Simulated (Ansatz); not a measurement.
System: MgCdS2 (model structure, started from the ScAlN2 type, P3m1, No. 156, 4 atoms in the cell). Method: LDA (Ansatz, a quantum-chemistry and plane-wave program, PAW).

Settings: plane-wave cutoff 520 eV, 12×12×6 k mesh (along the axes of the cell as run), Fermi–Dirac smearing 0.01 eV, scalar-relativistic PAW data made under PBE.

Cell (relaxed at this level):

```cif
data_CdMgS2
_chemical_formula_sum 'Cd1 S2 Mg1'
_space_group_name_H-M_alt 'P 1'
_space_group_IT_number 1
_cell_length_a 4.02895
_cell_length_b 4.02895
_cell_length_c 6.50578
_cell_angle_alpha 90.000
_cell_angle_beta 90.000
_cell_angle_gamma 120.000
loop_
_space_group_symop_operation_xyz
  'x, y, z'
loop_
_atom_site_label
_atom_site_type_symbol
_atom_site_fract_x
_atom_site_fract_y
_atom_site_fract_z
_atom_site_occupancy
Cd1 Cd 0.33333 0.66667 0.00663 1
S1 S 0.33333 0.66667 0.39004 1
Mg1 Mg 0.66667 0.33333 0.50011 1
S2 S 0.66667 0.33333 0.87322 1
```

Q: Estimate the band gap and bulk modulus B0 that the calculation returns.

A: 
- band gap = 1.87 eV (on the SCF k mesh)
- bulk modulus B0 = 64.4 GPa

Note: the bulk modulus is −V dP/dV from two relaxed cells at ±2 % in volume; the relaxation could raise the start's symmetry but not lower it, so the cell can be a saddle point.

Spin–orbit coupling is not included.

Computed values are for the static lattice.

A model structure was made by putting elements into a prototype or built by hand; it is no filed structure, need not be a known phase, and can be a saddle point held by its symmetry.
